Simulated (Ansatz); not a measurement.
Consider Au in the fcc (Cu type) structure (space group Fm-3m, No. 225; relaxed with 0.1 eV smearing).

```
Au
1.0
    0.00000     2.02383     2.02383
    2.02383     0.00000     2.02383
    2.02383     2.02383     0.00000
Au
1
Direct
  0.00000   0.00000   0.00000
```

Calculations: LDA, PAW, 420 eV (Ansatz, a quantum-chemistry and plane-wave program; no spin-orbit coupling).

Before the change:

Pressure: 0.0 GPa

Now apply this change: the cell is scaled by 1.0250 in all directions; the atoms relax in the strained cell.

Q: What happens to the energy relative to the base and pressure?

A: The energy increases by 50 meV/atom; the pressure goes from zero to -11.6 GPa.

No phonon test of stability was made.
